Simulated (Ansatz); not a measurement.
Worked example: self-consistent single point of RbMg6Cu (Amm2, 8 atoms in the cell) in Ansatz (an electronic-structure program).

Computed with PBEsol, PAW files made with PBE (plane waves; Ansatz).

```xyz
8
Lattice="5.2630 0.0000 0.0000 0.0000 3.2629 5.8703 0.0000 -3.2629 5.8703" Properties=species:S:1:pos:R:3 pbc="T T T"
Rb     2.6315     0.0000     7.8357
Mg     2.6315     1.6615     4.9057
Mg     2.6315    -1.6615     4.9057
Mg     0.0000     1.7915     6.8291
Mg     0.0000    -1.7915     6.8291
Mg     0.0000     0.0000     3.8328
Mg     0.0000     0.0000     9.9344
Cu     2.6315     0.0000     1.8895
```

Reference input (self-consistent single point, DFT, PBEsol, plane waves, PAW files made with PBE): kpoints.mp_grid.grid = 4 3 3; hamiltonian.xc = pbesol; hamiltonian.pseudopotentials = {kind: paw} (the program's default PAW files); scf.occupations.method = fermi_dirac; scf.occupations.width = 0.1 eV. This run's input differs from it in these lines:

Ansatz 0.2 input:
```diff
@@ -16,3 +16,3 @@
   mp_grid:
-    grid: [4, 3, 3]
+    grid: [5, 5, 5]
 hamiltonian:
```

Output, abridged:

```
SCF iter   1: F=—  HF=-21310.325664 eV  |F-HF|=—  |Δ(HF+E_count)|=         —  Δρ=6.99e-1  dr2=9.85e2  ethr=3.10e-3  ⟨swp⟩=9.5  Hψ=6410  notcnv=0
all-band conjugate gradients solve this SCF's bands
preconditioner: auto → Kerker (q_TF=auto, 2.376 Å⁻¹)
SCF iter   2: F=—  HF=-21300.437564 eV  |F-HF|=—  |Δ(HF+E_count)|=    9.89e0  Δρ=2.31e-1  dr2=5.36e1  ethr=3.10e-3  ⟨swp⟩=4.9  Hψ=6055  notcnv=0
   [... lines left out ...]
SCF iter  11: F=—  HF=-21275.665321 eV  |F-HF|=—  |Δ(HF+E_count)|=   2.08e-5  Δρ=1.11e-4  dr2=2.20e-5  ethr=2.66e-8  ⟨swp⟩=2.5  Hψ=2531  notcnv=0  defer=2
SCF iter  12: F=—  HF=-21275.665319 eV  |F-HF|=—  |Δ(HF+E_count)|=   1.71e-6  Δρ=5.37e-5  dr2=4.76e-6  ethr=2.50e-8  ⟨swp⟩=2.0  Hψ=1686  notcnv=0  defer=2
SCF iter  13: F=—  HF=-21275.665318 eV  |F-HF|=—  |Δ(HF+E_count)|=   7.32e-7  Δρ=2.26e-5  dr2=8.12e-7  ethr=5.41e-9  ⟨swp⟩=2.0  Hψ=1575  notcnv=0  defer=2
SCF iter  14: F=-21275.665318 eV  HF=-21275.665318 eV  |F-HF|=2.18e-8  |Δ(HF+E_count)|=   1.23e-7  Δρ=2.17e-6  dr2=1.83e-8  ethr=1.14e-10  ⟨swp⟩=6.3  Hψ=6298  notcnv=0
SCF 1 converged in 14 iterations: F = -21275.665318 eV  dr2 = 1.83e-8
Free energy (F): -21275.665318 eV
Internal energy: -21275.533852 eV  (E = F + TS)
E sigma→0 (E₀):  -21275.599585 eV
Entropy (-TS):   -0.131466 eV (-16.433 meV/atom)
Fermi energy:    5.695075 eV
--- Forces (eV/Å), atoms counted from 1 ---
  atom   1  Rb     0.00000000     0.00000000     0.01902752
  atom   2  Mg     0.00000000     0.01018171     0.04309738
  atom   3  Mg     0.00000000    -0.01018171     0.04309738
  atom   4  Mg     0.00000000     0.03962701     0.02369572
  atom   5  Mg     0.00000000    -0.03962701     0.02369572
  atom   6  Mg    -0.00000000     0.00000000    -0.06748822
  atom   7  Mg    -0.00000000     0.00000000     0.03963663
  atom   8  Cu    -0.00000000     0.00000000    -0.12474259
--- Stress (GPa, compression-positive) ---
       -0.959756      -0.000000      -0.000000
       -0.000000      -0.595927      -0.000000
       -0.000000      -0.000000      -0.767288
  P = ⅓ Tr σ = -0.7743 GPa (-7.743 kbar)
  The stress holds the Pulay correction. Without it, at fixed plane waves, as pw.x and ABINIT print it: P = -0.7859 GPa
```

The run converged in 14 iterations. Against the reference run the free energy falls by 6.3 meV/atom, the pressure goes from -0.92 to -0.77 GPa and the largest force stays at 0.125 eV/Å.

The starting cell comes from a database of computed structures (which also holds hypothetical and non-ambient phases and stackings), without a prior relaxation at this level. Spin polarisation is off. Ansatz's pressure includes its estimate of the finite-basis (Pulay) stress.
